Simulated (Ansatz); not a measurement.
For GeSe (model structure, started from the NiAs type, P6₃/mmc, No. 194, 4 atoms in the cell), LDA in Ansatz (PAW) gives:

```
Item                        Value
-------------------  ------------
lattice parameter a       3.803 Å
lattice parameter c       6.836 Å
cohesive energy      4.21 eV/atom
```

Q: What does PBE (plane waves, PAW; Ansatz, a first-principles code) give for the same quantities?

A: 
- lattice constant a: 3.935 Å (goes up by 3.5 %)
- lattice parameter c: 6.941 Å (rises by 1.5 %)
- cohesive energy: 3.32 eV/atom (decreases by 0.89 eV/atom)

Changes are worked out from the printed values.

Unless a cell is named, each level is at its own relaxed cell (LDA 21.41, PBE 23.27 Å³/atom).

Ansatz's density-functional and Hartree–Fock values are scalar-relativistic unless marked +SOC, with PAW data made under PBE.

A model structure was made by putting elements into a prototype or built by hand; it is no filed structure, need not be a known phase, and can be a saddle point held by its symmetry.
